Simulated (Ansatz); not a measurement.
**Bulk modulus of YC₂ (I4/mmm, No. 139, 3 atoms in the cell; start mp-313) at several levels of theory**

No measured value is used here.

```csv
level (code),value (GPa),cell (Å³/atom)
LDA (Ansatz),127,13.13
PBEsol (Ansatz),118,13.46
r²SCAN (Ansatz),114,13.93
```

LDA, PBEsol, r²SCAN: the bulk modulus is −V dP/dV from two relaxed cells at ±2 % in volume. LDA, PBEsol, r²SCAN: the relaxation could not lower the start's symmetry, so the cell can be a saddle point above a distorted one. Each level is taken at its own relaxed cell. Cutoffs differ between the levels. Ansatz's density-functional and Hartree–Fock values are scalar-relativistic unless marked +SOC, with PAW data made under PBE.

A start named mp-… is a Materials Project structure, which need not be a measured phase.

Ansatz is a quantum-chemistry and plane-wave program.
